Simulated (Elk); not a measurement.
**Worked example: self-consistent single point of CsH (Pm-3m, 2 atoms in the cell) in Elk**

Method of the run: LDA (PW92), all-electron FP-LAPW, Elk's shipped species files, default APW+lo basis in Elk 10.2.4.

This input was run:

```
tasks
  0

xctype
  3

rgkmax
  7.0

stype
  0

swidth
  0.0001

scale
  1.889726125

avec
    3.8145920000    0.0000000000    0.0000000000
    0.0000000000    3.8145920000    0.0000000000
    0.0000000000    0.0000000000    3.8145920000

atoms
  2   : nspecies
  'Cs.in'   : spfname
  1   : natoms; atposl, bfcmt below
  0.0000000000  0.0000000000  0.0000000000    0.0 0.0 0.0
  'H.in'   : spfname
  1   : natoms; atposl, bfcmt below
  0.5000000000  0.5000000000  0.5000000000    0.0 0.0 0.0

ngridk
  7 7 7
```

Output, abridged:

```
│ Elk code version 10.2.4 │

All units are atomic (Hartree, Bohr, etc.)

│ Ground-state run starting from atomic densities │

Lattice vectors :
   7.208534159       0.000000000       0.000000000
   0.000000000       7.208534159       0.000000000
   0.000000000       0.000000000       7.208534159

Unit cell volume      :    374.5768061
Brillouin zone volume :   0.6622145562

Muffin-tin inner radius fraction :   0.1000000000E-01

Nuclei treated as point charges

Species :    1 (Cs)
 parameters loaded from : Cs.in
 name : caesium
 nuclear charge    :   -55.00000000
 electronic charge :    55.00000000
 atomic mass :    242271.8144
 muffin-tin radius :    2.800000000
 number of radial points in muffin-tin :    697
 atomic positions (lattice), magnetic fields (Cartesian) :
   1 :   0.00000000  0.00000000  0.00000000    0.00000000  0.00000000  0.00000000

Species :    2 (H)
 parameters loaded from : H.in
 name : hydrogen
 nuclear charge    :   -1.000000000
 electronic charge :    1.000000000
 atomic mass :    1837.362219
 muffin-tin radius :    1.400000000
 number of radial points in muffin-tin :    197
 atomic positions (lattice), magnetic fields (Cartesian) :
   1 :   0.50000000  0.50000000  0.50000000    0.00000000  0.00000000  0.00000000

Total number of atoms per unit cell :    2

Spin treatment :
 spin-unpolarised

Number of Bravais lattice symmetries :   48
Number of crystal symmetries         :   48
Crystal has inversion symmetry
Real symmetric eigensolver will be used

k-point grid :      7     7     7
k-point offset :    0.000000000       0.000000000       0.000000000
k-point set is reduced with full crystal symmetry group
Total number of k-points :       20

Muffin-tin radius times maximum |G+k| :    7.000000000
 using average radius
Maximum |G+k| for APW functions       :    3.333333333
Maximum (1/2)|G+k|²                   :    5.555555556
Maximum |G| for potential and density :    12.00000000
 potential will be trimmed for |G| > 2 gkmax
Constant for pseudocharge density :    8
Radial integration step length :    4

G-vector grid sizes :     28    28    28
Number of G-vectors :    11019

Maximum angular momentum used for
 APW functions                      :    8
 outer part of muffin-tin           :    6
 inner part of muffin-tin           :    1

Total nuclear charge    :   -56.00000000
Total core charge       :    36.00000000
Total valence charge    :    20.00000000
Total excess charge     :    0.000000000
Total electronic charge :    56.00000000

Effective Wigner radius, rₛ :    1.168839147

Number of empty states         :    8
Total number of valence states :   18
Total number of core states    :   36

Total number of local-orbitals :   22

Exchange-correlation functional :      3     0     0
 Perdew-Wang/Ceperley-Alder, Phys. Rev. B 45, 13244 (1992)
 gradient requirement :    0
 local density approximation (LDA)

Smearing type :    0
 Gaussian
Smearing width :   0.1000000000E-03
Effective electronic temperature (K) :    31.57750248

Mixing type :    3
 Broyden mixing, J. Phys. A: Math. Gen. 17, L317 (1984)

Kohn-Sham potential initialised from atomic data

│ Self-consistent loop started │
│ Loop number : 1 │
 total energy                :     -7784.78916281
│ Loop number : 2 │
 total energy                :     -7784.85536383
RMS change in Kohn-Sham potential (target) :   0.1244465708     (  0.1000000000E-05)
Absolute change in total energy (target)   :   0.6620102060E-01 (  0.1000000000E-03)
│ Loop number : 3 │
 total energy                :     -7785.01893937
RMS change in Kohn-Sham potential (target) :   0.1130405737     (  0.1000000000E-05)
Absolute change in total energy (target)   :   0.1801257896     (  0.1000000000E-03)
│ Loop number : 4 │
 total energy                :     -7785.06061900
RMS change in Kohn-Sham potential (target) :   0.8123922691E-01 (  0.1000000000E-05)
Absolute change in total energy (target)   :   0.8671108212E-01 (  0.1000000000E-03)
│ Loop number : 5 │
 total energy                :     -7785.00960755
RMS change in Kohn-Sham potential (target) :   0.3714012955E-01 (  0.1000000000E-05)
Absolute change in total energy (target)   :   0.2933368236E-01 (  0.1000000000E-03)
│ Loop number : 6 │
 total energy                :     -7784.92749834
RMS change in Kohn-Sham potential (target) :   0.1265232007E-01 (  0.1000000000E-05)
Absolute change in total energy (target)   :   0.8944262933E-01 (  0.1000000000E-03)
│ Loop number : 7 │
 total energy                :     -7784.87255585
RMS change in Kohn-Sham potential (target) :   0.1275054061E-02 (  0.1000000000E-05)
Absolute change in total energy (target)   :   0.7730315033E-01 (  0.1000000000E-03)
│ Loop number : 8 │
 total energy                :     -7784.77658379
RMS change in Kohn-Sham potential (target) :   0.2458443152E-03 (  0.1000000000E-05)
Absolute change in total energy (target)   :   0.1152978454     (  0.1000000000E-03)
│ Loop number : 9 │
 total energy                :     -7784.76690849
RMS change in Kohn-Sham potential (target) :   0.1220206727E-03 (  0.1000000000E-05)
Absolute change in total energy (target)   :   0.3849976587E-01 (  0.1000000000E-03)
│ Loop number : 10 │
 total energy                :     -7784.77301694
RMS change in Kohn-Sham potential (target) :   0.3556124432E-04 (  0.1000000000E-05)
Absolute change in total energy (target)   :   0.3516484606E-02 (  0.1000000000E-03)
│ Loop number : 11 │
 total energy                :     -7784.77526757
RMS change in Kohn-Sham potential (target) :   0.1194286685E-04 (  0.1000000000E-05)
Absolute change in total energy (target)   :   0.1371510895E-02 (  0.1000000000E-03)
│ Loop number : 12 │
 total energy                :     -7784.77492738
RMS change in Kohn-Sham potential (target) :   0.3492014079E-05 (  0.1000000000E-05)
Absolute change in total energy (target)   :   0.2686434527E-05 (  0.1000000000E-03)
│ Loop number : 13 │
 total energy                :     -7784.77487588
RMS change in Kohn-Sham potential (target) :   0.5237575327E-06 (  0.1000000000E-05)
Absolute change in total energy (target)   :   0.5083519318E-04 (  0.1000000000E-03)
Convergence targets achieved

│ Loop number : 14 │

Energies :
 Fermi                       :     0.106135983430
 sum of eigenvalues          :     -4778.87934548
 electron kinetic            :      8287.24082758
 core electron kinetic       :      8047.23848170
 Coulomb                     :     -15885.0995686
 Coulomb potential           :     -12818.1866812
 nuclear-nuclear             :     -527.659668994
 electron-nuclear            :     -17896.6931181
 Hartree                     :      2539.25321845
 Madelung                    :     -9476.00622804
 xc potential                :     -247.933491882
 exchange                    :     -181.563306100
 correlation                 :     -5.35285146722
 total energy                :     -7784.77489861

Density of states at Fermi energy :   0.8536307814E-05
 (states/Hartree/unit cell)

Estimated indirect band gap :   0.1013127540
 from k-point     20 to k-point      4
Estimated direct band gap   :   0.1052763039
 at k-point      4

Charges :
 core                        :    36.00000000
 valence                     :    20.00000000
 interstitial                :    2.321787497
 muffin-tins (core leakage)
  species :    1 (Cs)
   atom    1                 :    53.01841722     (  0.1259525254E-04)
  species :    2 (H)
   atom    1                 :   0.6597952836     (   0.000000000    )
 total in muffin-tins        :    53.67821250
 total calculated charge     :    55.99894787
 total charge                :    56.00000000
 error                       :   0.1052128475E-02

│ Self-consistent loop stopped │
```

The run converged in 14 iterations. The count includes the last loop, which Elk runs after its targets are met.

The starting cell comes from a database of computed structures (which also holds hypothetical and non-ambient phases and stackings), without a prior relaxation at this level. Its lattice was rescaled by a random factor within 2.5 % of one. Values depend on the basis (sphere radii, cutoffs, local orbitals), which need not be converged.
